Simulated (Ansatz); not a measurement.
# As (model structure, Fd-3m, No. 227, 2 atoms in the cell): lattice parameter a by level of theory

No measured value is used here.

| level (code) | value (Å) |
|---|---|
| LDA (Ansatz) | 5.965 |
| PBE (Ansatz) | 6.112 |
| PBEsol (Ansatz) | 6.013 |
| PBE-D3(BJ) (Ansatz) | 6.025 |
| r²SCAN (Ansatz) | … |
| r²SCAN+rVV10 (Ansatz) | … |

Fill in the missing entries.


- r²SCAN (Ansatz, a first-principles code), value (Å): 6.063
- r²SCAN+rVV10 (Ansatz), value (Å): 6.034

Cutoffs differ between the levels. Ansatz's density-functional and Hartree–Fock values are scalar-relativistic unless marked +SOC, with PAW data made under PBE.

A model structure was made by putting elements into a prototype or built by hand; it is no filed structure, need not be a known phase, and can be a saddle point held by its symmetry.
